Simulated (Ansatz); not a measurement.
# Sensitivity of a calculation on FeNiPt6 (P4/mmm, 8 atoms in the cell) to its settings

```
CELL_PARAMETERS angstrom
      3.87772     0.00000     0.00000
      0.00000     3.87772     0.00000
      0.00000     0.00000     7.71385
ATOMIC_POSITIONS crystal
  Fe 0.00000 0.00000 0.00000
  Ni 0.00000 0.00000 0.50000
  Pt 0.50000 0.50000 0.00000
  Pt 0.50000 0.50000 0.50000
  Pt 0.50000 0.00000 0.24875
  Pt 0.50000 0.00000 0.75125
  Pt 0.00000 0.50000 0.24875
  Pt 0.00000 0.50000 0.75125
```
Moments meant for the start (each program seeds them in its own way; μB, in the order of the atoms Fe Ni Pt Pt Pt Pt Pt Pt): 4.0 2.0 0.0 0.0 0.0 0.0 0.0 0.0.

Base run A: PBEsol, PAW files made with PBE (Ansatz, a first-principles code), self-consistent single point.

Its settings: kpoints.mp_grid.grid = 6 6 3; hamiltonian.xc = pbesol; hamiltonian.pseudopotentials = {kind: paw} (the program's default PAW files); magnetization.spin_polarized = true; scf.occupations.method = cold; scf.occupations.width = 0.1 eV.

The starting cell comes from a database of computed structures (which also holds hypothetical and non-ambient phases and stackings), without a prior relaxation at this level. The magnetic order is the one reached from the typed start; others were not searched systematically. In the base run, with a pressure of about -6 GPa the cell is away from its equilibrium volume at this level. Ansatz's pressure includes its estimate of the finite-basis (Pulay) stress.

Total energies depend on the potentials, the functional and any Hubbard or dispersion term, so they are compared only between runs that share all of them.

```csv
run,change,pressure (GPa),largest force (eV/Å),size of the net moment (μB/atom)
A,base,-6.18,0.028,0.63
B,hamiltonian.xc: pbesol → lda [LDA (PW92)],-12.18,0.025,0.58
C,hamiltonian.xc: pbesol → blyp [BLYP],16.93,0.029,0.62
```

Run C against A: The pressure goes from -6.18 to 16.93 GPa, the largest force hardly changes (0.028 to 0.029 eV/Å) and the size of the net moment moves little (0.63 to 0.62 μB/atom).

Run B against A: The pressure goes from -6.18 to -12.18 GPa, the largest force moves little (0.028 to 0.025 eV/Å) and the size of the net moment goes from 0.63 to 0.58 μB/atom.

Left out of this page: 2 runs of the series held back from this collection; 1 run of the series stopped by limits of time or memory.

Keys are those of Ansatz 0.2.
